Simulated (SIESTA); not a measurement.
Band structure of Li (Im-3m, 1 atom in the cell).

```
CELL_PARAMETERS angstrom
     -1.74500     1.74500     1.74500
      1.74500    -1.74500     1.74500
      1.74500     1.74500    -1.74500
ATOMIC_POSITIONS crystal
  Li 0.00000 0.00000 0.00000
```

Computed with GGA PBE, numerical atomic orbitals DZP, PseudoDojo PBE standard norm-conserving potentials (rewritten from UPF to PSML) (SIESTA).

Settings: XC.functional = GGA; XC.authors = PBE; potentials = PseudoDojo PBE standard; PAO.BasisSize = DZP; PAO.EnergyShift = 0.01 Ry; MeshCutoff = 300 Ry; kgrid.MonkhorstPack = 11 11 11; OccupationFunction = MP; OccupationMPOrder = 0; ElectronicTemperature = 1578.21 K; PAO.Polarization.NonPerturbative = true; MaxSCFIterations = 150; SCF.Mixer.Method = Pulay; SCF.Mixer.Weight = 0.25.

The starting cell has typed, rounded lattice constants, without a prior relaxation at this level. Values carry the incompleteness of an atom-centred basis.

Levels in eV from the Fermi level, bands 1 to 3:
```json
[
 {"point": "Γ", "1": "-46.65", "2": "-3.60", "3": "14.27"},
 {"point": "H", "1": "-46.64", "2": "5.45", "3": "5.45"},
 {"point": "N", "1": "-46.63", "2": "0.29", "3": "3.51"},
 {"point": "P", "1": "-46.65", "2": "3.27", "3": "3.27"}
]
```

Bands cross the Fermi level along this path, so the cell is metallic at this level.

Higher empty bands are left out: an atom-centred basis made for the valence describes them poorly.
